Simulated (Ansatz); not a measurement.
Start from CdS in the wurtzite structure (space group P6_3mc, No. 186; a = 4.164 Å, c = 6.769 Å).

The values are results of Ansatz (an electronic-structure program), r2SCAN, PAW, cutoff 500 eV, no spin-orbit coupling, earlier PAW set, not measurements.

Base values:

The valence-band top at Γ is 0.00, 0.00, -0.04 eV, the lattice parameter a is 4.164 Å and the band gap is 1.63 eV.

Modification: cell and atoms relaxed at a pressure of 9 GPa.

Task: Predict the new valence-band top at Γ.

Result: The valence-band top at Γ (three highest levels, from the VBM) goes from 0.00, 0.00, -0.04 eV to 0.00, 0.00, -0.07 eV.

Task: Estimate the effect on the lattice parameter a.

Result: The lattice parameter a shrinks by 0.1607 Å to 4.004 Å.

Task: Estimate the effect on the band gap.

Result: The band gap increases by 0.266 eV, from 1.63 eV to 1.89 eV.

Load acts through the strain it causes; cell and atoms are relaxed under it. Whether these cells are dynamically stable was not tested. Measured, CdS leaves this structure (for rock salt) near 2.54 GPa (temperature not stated; as listed in Datta, Sujoy, Jana, Debnarayan, arXiv (2020)), on rising pressure, with hysteresis.
